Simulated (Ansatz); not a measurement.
System: quartz-high SiO2 (high-temperature phase). Method: PBEsol (Ansatz, an electronic-structure program, plane waves, PAW).

Settings: plane-wave cutoff 520 eV, 12×12×6 k mesh (along the axes of the cell as run), Fermi–Dirac smearing 0.01 eV, scalar-relativistic PAW data made under PBE.

Computed at the level's own relaxed cell.

```
CELL_PARAMETERS angstrom
      5.08149     0.00000     0.00000
     -2.54074     4.40070     0.00000
      0.00000     0.00000     5.55957
ATOMIC_POSITIONS crystal
  Si 0.00000 0.50000 0.33333
  Si 0.50000 0.00000 0.00000
  Si 0.50000 0.50000 0.66667
  O  0.58446 0.79223 0.83333
  O  0.79223 0.58446 0.50000
  O  0.20777 0.79223 0.16667
  O  0.41554 0.20777 0.83333
  O  0.20777 0.41554 0.50000
  O  0.79223 0.20777 0.16667
```

Question: List the 31 lowest band energies at Γ above −25 eV (eV, relative to the valence band maximum), grouping those that round alike.

Answer: At Γ: -19.28, -17.83 (×2), -17.22, -17.19 (×2), -8.54 (×2), -5.74, -5.42, -5.32 (×2), -2.89, -2.84 (×2), -2.56, -1.71, -1.70 (×2), -1.00 (×2), -0.46 (×2), -0.19, 5.54, 8.80 (×2), 9.06 (×2), 9.88, 10.84.

Note: symmetry holds this phase in the static calculation, where it need not be a minimum; held by symmetry at 0 K, a high-temperature phase can be a saddle point.
